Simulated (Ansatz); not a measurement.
# Enthalpy of formation of GeSe2 (model structure, started from the rutile type, P4₂/mnm, No. 136, 6 atoms in the cell) at several levels of theory

No measured value is used here.

| level (code) | value (eV/atom) |
|---|---|
| PBE (Ansatz) | 0.073 |
| PBEsol (Ansatz) | 0.049 |
| PBE-D3(BJ) (Ansatz) | 0.054 |

Each level is taken at its own relaxed cell. Ansatz's density-functional and Hartree–Fock values are scalar-relativistic unless marked +SOC, with PAW data made under PBE.

A model structure was made by putting elements into a prototype or built by hand; it is no filed structure, need not be a known phase, and can be a saddle point held by its symmetry.

Ansatz is a program for electronic structure.
